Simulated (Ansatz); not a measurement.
Take ZnS in the wurtzite structure (space group P6_3mc, No. 186; a = 3.7383 Å, c = 6.1429 Å) as the base. Axes: x lies along a and z along c of the hexagonal cell.

Level of theory: LDA/PAW in Ansatz (a first-principles code), without spin-orbit coupling.

The change: a pure shear with ε_xz = ε_zx = 0.0167, atoms relaxed at fixed cell.

Problem. Predict the stress tensor and what it implies for the stiffness.

Solution. Stress of the strained cell less that of the base (GPa, compression positive):
```
  -0.04    0.00   -1.02
   0.00    0.02    0.00
  -1.02    0.00    0.01
```

Then −Δσ/γ with γ = 2ε = 0.0334 gives secant stiffness values (nonlinear terms included at this strain): C55 ≈ 31 GPa.

No phonon test of stability was made.
